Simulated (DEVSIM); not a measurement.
Device: Si p-i-n diode, at 300 K.

| layer (left to right) | material | thickness (μm) | Nd (cm⁻³) | Na (cm⁻³) | τn (s) | τp (s) |
|---|---|---|---|---|---|---|
| 1 | Si | 0.290 | - | 1.3e19 | 4.9e-7 | 4.9e-7 |
| 2 | Si | 1.40 | 1.8e13 | - | 4.9e-7 | 4.9e-7 |
| 3 | Si | 3.00 | 1.2e17 | - | 4.9e-7 | 4.9e-7 |

Left contact: ohmic. Right contact: ohmic. Voltage is applied to the left contact. Recombination: SRH at mid-gap. Mobility is constant in doping. Where it depends on doping, it is μmin + (μ − μmin)/(1 + (N/Nref)^α).

Constants are typed, rounded textbook-type inputs, not results; the design itself was drawn at random and stands for no fabricated device. Values at 300 K. The table also holds parameters that only a changed run uses.

```tsv
parameter	Si
gap (eV)	1.124
affinity (eV)	4.05
permittivity	11.7
Nc (cm⁻³)	2.86e19
Nv (cm⁻³)	3.1e19
μn (cm²/Vs)	1417
μp (cm²/Vs)	470
μn,min	52
μp,min	45
Nref,n	9.7e16
Nref,p	2.2e17
αn	0.68
αp	0.72
Cn (cm⁶/s)	2.8e-31
Cp (cm⁶/s)	9.9e-32
```

DEVSIM, 1D drift-diffusion, Boltzmann statistics, complete ionisation; no tunnelling, impact ionisation, image-force lowering or self-heating.

Base results: dark forward voltage at 100 A/cm² (V) 0.783; dark forward voltage at 1 A/cm² (V) 0.658; potential step across the device at zero bias (V) 0.960.

Problem. What follows from this one change: doping Nd of layer 3 1.2e+17 → 3.6e+18 cm^-3?

Solution. dark forward voltage at 100 A/cm² 0.783 → 0.815 V; dark forward voltage at 1 A/cm² 0.658 → 0.692 V; potential step across the device at zero bias 0.960 → 1.048 V.

Problem. What follows from this one change: doping Na of layer 1 1.3e+19 → 3.9e+18 cm^-3?

Solution. dark forward voltage at 100 A/cm² 0.783 → 0.771 V; dark forward voltage at 1 A/cm² 0.658 → 0.648 V; potential step across the device at zero bias 0.960 → 0.929 V.

Problem. What follows from this one change: doping-dependent mobility in place of the constant one?

Solution. dark forward voltage at 100 A/cm² 0.783 → 0.801 V; dark forward voltage at 1 A/cm² 0.658 → 0.674 V; potential step across the device at zero bias little changed (0.960 V).
